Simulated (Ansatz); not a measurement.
Take InAs in the zinc blende structure (space group F-43m, No. 216; a = 6.108 Å) as the base.

Calculations: Kohn–Sham DFT with the r2SCAN functional, run in Ansatz (a first-principles code) with PAW and 500 eV plane waves, without spin-orbit coupling, earlier PAW set.

One change was made to it. Results:

| quantity | base | after |
|---|---|---|
| band gap | 0.08 eV | 0.97 eV |
| shortest interatomic distance | 2.645 Å | 2.453 Å |
| density | 5.53 g/cm³ | 5.28 g/cm³ |

### Question
Name the change that was made.
(A) As → Se
(B) In → Ag
(C) In → Ga

### Answer
C, In → Ga. For comparison, the band gap in the other runs: In → Ag gives zero; As → Se gives zero.

No phonon test of stability was made. As relaxed here, AgAs and InSe are hypothetical phases, not in the database extracts checked. All final runs are without spin polarisation. An odd electron count without spin: InSe. A zero or small gap of InAs can be the functional's error rather than a property of the material.
